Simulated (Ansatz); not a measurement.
Levels about the gap of amorphous In9Ga9Zn9O41Nb2 (70 atoms in a cell of 889 Å³, 5.77 g/cm³; zone centre alone, so wide bands show as single levels with stretches between that a denser mesh fills), at the geometry that PBE relaxed, where it gives 0.3 GPa on a denser mesh. Exact exchange is cut at the faces of this small cell, which leaves a finite-size error. The participation number counts the atoms over which a state spreads; weights are charges in smoothed Voronoi cells. The levels come from a single point, so bond lengths are those of that geometry. Method of the levels: HSE06, scalar-relativistic without spin-orbit coupling (Ansatz, an electronic-structure program). Sampling: the zone centre alone; Fermi-Dirac width 0.02 eV; no spin polarisation.

It comes from a melt-quench run on a machine-learned potential (CHGNet), relaxed afterwards by DFT. O atoms were pushed apart under 1.9 Å during the dynamics, to hinder bonds among them. The hot cell started wider than the set density and was brought back towards it in steps. It is the lowest in DFT energy of 2 quenches. It is a model cell: composition and starting density were chosen by hand, and all elements were melted together. No dispersion term was used. Its density started from a set value of 5.77 and ended at 5.77 g/cm³. The simulated quench (nominally 260 K/ps over its main leg) is rapid and tends to freeze in more defects than a deposited or slowly cooled glass has. Values belong to this one cell and scatter from quench to quench. The volume was held where the preparation left it and the shape relaxed, at a PBE pressure of 0.3 GPa.

```json
[
 {"E - E(highest filled), eV": "-0.32", "filling": "filled", "participation number": "28.4", "largest on": "O, 3 neighbours", "weight O": "0.90", "weight Nb": "0.00", "weight In": "0.02", "weight Zn": "0.06"},
 {"E - E(highest filled), eV": "-0.28", "filling": "filled", "participation number": "23.2", "largest on": "O, 3 neighbours", "weight O": "0.88", "weight Nb": "0.00", "weight In": "0.02", "weight Zn": "0.08"},
 {"E - E(highest filled), eV": "-0.26", "filling": "filled", "participation number": "21.4", "largest on": "O, 3 neighbours", "weight O": "0.88", "weight Nb": "0.00", "weight In": "0.02", "weight Zn": "0.08"},
 {"E - E(highest filled), eV": "-0.21", "filling": "filled", "participation number": "19.1", "largest on": "O, 4 neighbours", "weight O": "0.89", "weight Nb": "0.00", "weight In": "0.02", "weight Zn": "0.07"},
 {"E - E(highest filled), eV": "-0.14", "filling": "filled", "participation number": "16.9", "largest on": "O, 4 neighbours", "weight O": "0.87", "weight Nb": "0.01", "weight In": "0.02", "weight Zn": "0.09"},
 {"E - E(highest filled), eV": "-0.05", "filling": "filled", "participation number": "11.2", "largest on": "O, 3 neighbours", "weight O": "0.88", "weight Nb": "0.00", "weight In": "0.02", "weight Zn": "0.09"},
 {"E - E(highest filled), eV": "0.00", "filling": "filled", "participation number": "14.0", "largest on": "O, 4 neighbours", "weight O": "0.85", "weight Nb": "0.00", "weight In": "0.01", "weight Zn": "0.12"},
 {"E - E(highest filled), eV": "2.70", "filling": "empty", "participation number": "55.7", "largest on": "In, 4 neighbours", "weight O": "0.51", "weight Nb": "0.01", "weight In": "0.25", "weight Zn": "0.12"},
 {"E - E(highest filled), eV": "4.55", "filling": "empty", "participation number": "4.8", "largest on": "Nb, 7 neighbours", "weight O": "0.35", "weight Nb": "0.50", "weight In": "0.10", "weight Zn": "0.02"},
 {"E - E(highest filled), eV": "4.64", "filling": "empty", "participation number": "5.4", "largest on": "Nb, 7 neighbours", "weight O": "0.33", "weight Nb": "0.57", "weight In": "0.06", "weight Zn": "0.02"},
 {"E - E(highest filled), eV": "4.89", "filling": "empty", "participation number": "8.5", "largest on": "Nb, 7 neighbours", "weight O": "0.39", "weight Nb": "0.45", "weight In": "0.10", "weight Zn": "0.02"},
 {"E - E(highest filled), eV": "4.99", "filling": "empty", "participation number": "17.6", "largest on": "Nb, 6 neighbours", "weight O": "0.47", "weight Nb": "0.21", "weight In": "0.25", "weight Zn": "0.04"},
 {"E - E(highest filled), eV": "5.13", "filling": "empty", "participation number": "4.2", "largest on": "Nb, 6 neighbours", "weight O": "0.35", "weight Nb": "0.54", "weight In": "0.04", "weight Zn": "0.04"},
 {"E - E(highest filled), eV": "5.26", "filling": "empty", "participation number": "7.7", "largest on": "Nb, 6 neighbours", "weight O": "0.42", "weight Nb": "0.36", "weight In": "0.13", "weight Zn": "0.06"}
]
```

Most localised among these is the empty level at +5.13 eV, on a Nb atom, which has 6 neighbours (O 1.89 Å, O 1.91 Å, O 1.91 Å, O 2.09 Å, O 2.12 Å, O 2.34 Å).
